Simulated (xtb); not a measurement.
xtb 6.7.1, GFN2-xTB: Mo(O)2(NMe2)(SH) (C[N](C)[Mo](=[O])(=[O])[SH]), 14 atoms. The geometry is a generated start, not checked to be a minimum at this level.

```json
{
 "run_flags": "--grad",
 "method": "GFN2-xTB",
 "--acc": "1 (default)",
 "--etemp (K)": "300 (default)",
 "basis_functions": "47",
 "valence_electrons": "44"
}
```

```xyz
14

Mo     0.3532     0.2157     1.5550
O     -0.5367     1.4711     2.1043
O      1.9156    -0.1326     1.8842
N      0.1390     0.1043    -0.3084
C     -0.8579     0.8106    -1.0892
C      1.0789    -0.5748    -1.1809
H     -0.3881     1.6181    -1.6680
H     -1.3469     0.1251    -1.7955
H     -1.6131     1.2372    -0.4212
H      0.5661    -1.3521    -1.7616
H      1.5370     0.1331    -1.8849
H      1.8643    -1.0398    -0.5793
S     -0.8326    -1.6617     2.3509
H     -1.8789    -0.9541     2.7946
```

Charge 0 and multiplicity 1 are set for this test and not shown to be the ground state.

One run each on 1 thread. Values of broydamp tried: 0.02, 0.05, 0.1, 0.2, 0.4 (default), 0.6, 0.8, 1.

Problem. How does the count of SCC iterations change with broydamp, and where is it least?

Solution. Fewest SCC iterations, within one of each other: 0.2 with 15, 0.4 (default) with 16. The count rises to 24 at 0.02. All converge to one solution.

| broydamp | SCC iterations | end |
|---|---|---|
| 0.02 | 24 | same solution |
| 0.05 | 21 | same solution |
| 0.1 | 19 | same solution |
| 0.2 | 15 | same solution |
| 0.4 (default) | 16 | same solution |
| 0.6 | 18 | same solution |
| 0.8 | 17 | same solution |
| 1 | 18 | same solution |
